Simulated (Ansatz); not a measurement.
Ansatz (a first-principles code) run on Cs3K (P6_3/mmc, 8 atoms in the cell): zone-centre phonon calculation.

Method of the run: LDA (PW92), default PAW files made with PBE (plane waves; Ansatz).

```
Cs3K
1.0
   10.75409     0.00000     0.00000
   -5.37704     9.31332     0.00000
    0.00000     0.00000     8.67981
K Cs
2 6
Cartesian
 -0.00001   6.20888   6.50986
  5.37705   3.10444   2.16995
  0.00000   3.15796   2.16995
  5.37705   6.15536   6.50986
  8.01922   1.57898   6.50986
 -2.64217   7.73434   2.16995
  2.64217   7.73434   2.16995
  2.73487   1.57898   6.50986
```

Reference input (self-consistent single point, DFT, LDA (PW92), plane waves, default PAW files made with PBE): basis.ecutwfc = 420 eV; kpoints.mp_grid.grid = 3 3 3; hamiltonian.xc = lda; hamiltonian.pseudopotentials = {kind: paw} (the program's default PAW files); scf.occupations.method = gaussian; scf.occupations.width = 0.1 eV. This run's input differs from it in these lines:

Ansatz 0.2 input:
```diff
@@ -16,3 +16,3 @@
 basis:
-  ecutwfc: 420.0
+  ecutwfc: 210.0
 kpoints:
@@ -28,6 +28,4 @@
     width: 0.1
-output:
-  forces: true
-  eigenvalues: true
-  stress: true
+phonons:
+  method: dfpt
```

The program printed (abridged):

```
SCF iter   1: F=—  HF=-36019.057148 eV  |F-HF|=—  |Δ(HF+E_count)|=         —  Δρ=5.20e-3  dr2=1.07e-1  ethr=1.77e-3  ⟨swp⟩=11.6  Hψ=1691  notcnv=0
all-band conjugate gradients solve this SCF's bands
preconditioner: auto → Kerker (q_TF=auto, 1.801 Å⁻¹)
SCF iter   2: F=—  HF=-36019.022630 eV  |F-HF|=—  |Δ(HF+E_count)|=   3.45e-2  Δρ=2.37e-3  dr2=2.83e-2  ethr=1.49e-4  ⟨swp⟩=2.0  Hψ=568  notcnv=0
   [... lines left out ...]
SCF iter   9: F=—  HF=-36019.015088 eV  |F-HF|=—  |Δ(HF+E_count)|=   4.58e-9  Δρ=3.81e-7  dr2=4.53e-9  ethr=3.87e-11  ⟨swp⟩=2.2  Hψ=604  notcnv=0
SCF iter  10: F=—  HF=-36019.015088 eV  |F-HF|=—  |Δ(HF+E_count)|=   1.80e-9  Δρ=1.32e-7  dr2=6.59e-10  ethr=6.29e-12  ⟨swp⟩=2.0  Hψ=375  notcnv=0
SCF iter  11: F=—  HF=-36019.015088 eV  |F-HF|=—  |Δ(HF+E_count)|=  8.73e-11  Δρ=4.66e-8  dr2=3.66e-11  ethr=1.00e-12  ⟨swp⟩=3.1  Hψ=651  notcnv=0
SCF iter  12: F=-36019.015088 eV  HF=-36019.015088 eV  |F-HF|=7.28e-12  |Δ(HF+E_count)|=  7.28e-12  Δρ=1.23e-8  dr2=4.02e-12  ethr=1.00e-12  ⟨swp⟩=21.5  Hψ=2104  notcnv=0
SCF 1 converged in 12 iterations: F = -36019.015088 eV  dr2 = 4.02e-12
WARN: eigensolver did not converge (k=3) …
DFPT response loops at q = (0, 0, 0) (fractional): preconditioner auto → Kerker (q_TF=auto, 1.801 Å⁻¹) (partly filled bands, converged f_vac=0.000) …
Free energy (F): -36019.015088 eV
Internal energy: -36018.945652 eV  (E = F + TS)
E sigma→0 (E₀):  -36018.980370 eV
   [... lines left out ...]
Fermi energy:    1.750674 eV
   [... lines left out ...]
  ASR residual per site (eV/Å²): 2.20e-5 2.20e-5 2.19e-5 2.19e-5 1.66e-5 1.66e-5 1.66e-5 1.66e-5
  Γ frequencies (cm⁻¹): 0.00 0.00 0.00 6.86 12.75 12.75 15.21 15.21 19.99 21.42 21.42 24.59 25.33 25.33 25.97 25.97 30.13 30.34 36.76 36.76 36.97 36.97 39.22 39.93
  non-analytic LO–TO correction: not included (Born effective charges unavailable; polar crystals: no LO–TO splitting at Γ)
```

The run converged in 12 iterations. 

Summary of the result:
Free energy E − TS (on the zero of these files): -36019.0151 eV
Fermi level (on the code's own zero): 1.75 eV
Zone-centre frequencies (cm⁻¹; negative means imaginary): 0, 0, 0, 7, 13, 13, 15, 15, 20, 21, 21, 25, 25, 25, 26, 26, 30, 30, 37, 37, 37, 37, 39, 40

The starting cell comes from a database of computed structures (which also holds hypothetical and non-ambient phases and stackings), without a prior relaxation at this level. Its lattice was rescaled by up to half a per cent. The cutoff lies below the one recommended for these files.

Cost on one core of a shared machine: roughly 2 min.
